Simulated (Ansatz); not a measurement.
## The (20-23) surface of hcp Mg in its 1x1 cell, outermost plane spacing 0.18 Å in the ideal cut

Level of theory: r2SCAN, at the PBE geometry (plane waves to 500 eV, PAW; Ansatz, a quantum-chemistry and plane-wave program).

Slab: 20 atoms, 9.9 Å thick at the start (thin: gaps and levels are the slab's own); k 12x3x1, smearing 0.1 eV, dipole-corrected; single point; on the structure that PBE left under its start's symmetry; no spin, no spin-orbit, no U.

```
Quantity                                                     Value
-----------------------------------  -----------------------------
surface energy (mean of both faces)                     0.79 J/m^2
work function of the top face                              3.67 eV
cost                                 around 9 core-minutes (rough)
```
